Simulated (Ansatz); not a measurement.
**PbTe: band gap against strain**

PbTe (rock salt, Fm-3m, 34.874 Å³/atom at rest, cube axes along x, y and z) under an equal strain ε along all three axes. r2SCAN in Ansatz, a plane-wave DFT program (PAW, default set), 500 eV, 9×9×9 Γ-centred mesh, Fermi-Dirac smearing 0.05 eV; ions are relaxed within the symmetry of each cell. Gaps are the smallest over the k-mesh and a band path, without spin-orbit coupling; in all rows the valence edge lies at about 0.8 Å⁻¹ from Γ and the conduction edge at about 0.8 Å⁻¹ from Γ.

Here s stands for strain and Eg for gap.

```csv
strain (%),gap (eV)
-3.00,?
-1.50,0.99
-1.00,1.02
-0.50,1.06
0.00,1.09
```

### Question
Fit Eg against s with a straight line, and predict the withheld value at s = -3.00.

### Answer
Means: s -0.75000, Eg 1.040. About the means, the sum of products is 0.085000 and the sum of squares of s is 1.2500; the slope is their ratio. Least squares gives Eg = 1.091 + 0.0680·s. Residuals (row less fit): 0.001, -0.003, 0.003, -0.001; standard error 0.003 (degrees of freedom: 2). Over these rows the gap moves by 6.8 ± 0.3 eV per unit strain, or 2.3 eV per unit of ln V. At the withheld row, Eg = 1.091 + 0.0680 × (-3.0) = 0.887 eV. The calculation gives 0.87 eV, 0.017 eV below the prediction (7.7 % of the range of Eg in the table). The row lies outside the fitted rows, so this is an extrapolation. The fitted rows scatter only by rounding.

Other structures, which can take over under pressure, weren't tried. Spin-orbit coupling is left out, which can shift this property for TePb. Rows are the converged runs of the series near zero and its far end; series whose fitted rows scatter by over a few per cent of the range, as at a crossing or softening among them, aren't shown in this form. Most that stay on the fit to the last digits aren't either.
